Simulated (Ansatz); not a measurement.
## SiO2: energy against strain

SiO2 (quartz, P3_221, 13.373 Å³/atom at rest, c along z) under an equal strain ε in the (0001) plane with the normal axis free, as in a coherent film. PBE in Ansatz, a plane-wave DFT program (PAW, default set), 420 eV, 8×8×6 Γ-centred mesh, Fermi-Dirac smearing 0.05 eV; ions are relaxed within the symmetry of each cell.

Here s stands for strain and y for E less E0.

```csv
strain (%),E less E0 (meV/atom)
-3.00,?
-1.50,1.55
-0.75,0.38
0.00,0.00
0.75,0.34
1.50,1.39
```

Fit y of the 5 rows that show it with a parabola. Least squares gives y = -0.005 - 0.0480·s + 0.6552·s². Residuals (row less fit): 0.009, -0.020, 0.005, 0.012, -0.007; standard error 0.019 (degrees of freedom: 2). Twice the quadratic coefficient over the volume, 2 × 0.6552 meV × 10⁴ × 0.1602 / 13.373 Å³, is twice the biaxial elastic modulus of this plane = 157 ± 2 GPa.

**Question.** Predict the withheld y at s = -3.00 from the fit, and compare with the calculation.

**Answer.** y = -0.005 - 0.0480 × (-3.00) + 0.6552 × (-3.00)² = 6.036 meV/atom. The calculation gives 6.44 meV/atom, 0.404 meV/atom above the prediction (6.3 % of the range of y in the table). The row lies outside the fitted rows, so this is an extrapolation. From the scatter of the fitted rows alone, a prediction at this place has a standard error of 0.076 meV/atom, so the miss is 5.3 times that.

One order more, fitted to all 9 runs of the series, follows each within 0.01, so the miss is the next term of a smooth law. Rows are the converged runs of the series near zero and its far end; series whose fitted rows scatter by over a few per cent of the range, as at a crossing or softening among them, aren't shown in this form. Most that stay on the fit to the last digits aren't either.
